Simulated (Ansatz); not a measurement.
**Sr3AsN: holes 7.0×10^21 cm⁻³**

The reference is Sr$_{3}$AsN in the anti-perovskite structure (space group Pm-3m, No. 221; a = 5.041 Å; a cell from a computed database, its experimental status unchecked).

One thing is altered: 0.897 holes added to each cell, a density of 7.0×10^21 cm⁻³, with a uniform compensating background at fixed cell and a 300 K Fermi–Dirac width.

Calculations: Kohn–Sham DFT with the PBEsol functional, run in Ansatz (a quantum-chemistry and plane-wave program) with PAW and 420 eV plane waves, spin-orbit coupling left out. k-mesh 9×9×9 (Γ-centred); smearing 0.0259 eV (Fermi–Dirac).

```csv
quantity,base,changed,shift
gap between the host's bands,0.38 eV,1.04 eV,+0.66 eV
gap character,direct at Γ,direct at Γ,–
Fermi level relative to the doped band's edge (positive inside the band; to 0.05 eV),–,+0.65 eV,–
```

Cost of the whole job for the changed cell (relaxation, final SCF and bands): around 30 core-seconds (rough).

Charged cell with a jellium background: band edges are those of the host's band count, energies are not comparable with the neutral cell, and many-body gap narrowing is missing. Whether these cells are dynamically stable was not tested.
